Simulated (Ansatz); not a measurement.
The starting structures come from a database of crystals and need not be the phases stable at ambient conditions.

 Where the default PAW files enter, the runs use the earlier of Ansatz's two default sets.

Given:

```
SnTl2Cl6
1.0
    7.16849     0.00000     0.00000
    0.00000     7.16849     0.00000
    3.58424    -3.58424     5.06889
Tl Sn Cl
2 1 6
Direct
  0.25000   0.25000   0.50000
  0.75000   0.75000   0.50000
  0.00000   0.00000   0.00000
  0.24314   0.75686   0.51373
  0.75686   0.24314   0.48627
  0.75686   0.75686   0.00000
  0.24314   0.24314   0.00000
  0.24314   0.75686   0.00000
  0.75686   0.24314   0.00000
```

Space group of this cell: Fm-3m. The cell was relaxed by PBE-D3(BJ); by r2SCAN its mean pressure is -1.1 GPa.

Transport runs along the normal of the first two printed cell vectors, the (001) plane of the conventional cell.

The gap is the functional's own, uncorrected, and κ follows it; spin-orbit coupling is left out. Mid-gap values are interpolated between the computed energies.

Compute, with r2SCAN (Ansatz, a program for electronic structure), the band gap and the smallest decay constant κ at mid-gap.

Gap 2.84 eV on a 6×6×6 mesh; κ = 0.353 1/Å, at the zone centre.
